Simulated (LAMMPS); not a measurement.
Lattice thermal conductivity of random alloys, CdTe (zinc blende) with a share x of Te sites Se, at 300 K, 201 Å from hot to cold slab.

Model: classical MD, pair style sw, file CdTeZnSeHgS0.sw (LAMMPS).

| x | conductivity |
|---|---|
| 0.25 | 1.38 ± 0.02 W/(m K) |
| 0.5 | 1.16 ± 0.07 W/(m K) |
| 0.75 | 1.5 ± 0.1 W/(m K) |

Caution: lattice part alone, classical nuclei, a finite length: a lower bound where phonon paths are long.

Caution: the random arrangement on this lattice is imposed, and need not be a phase that exists in equilibrium.

Uncertainties are statistical and leave out the potential's own error.
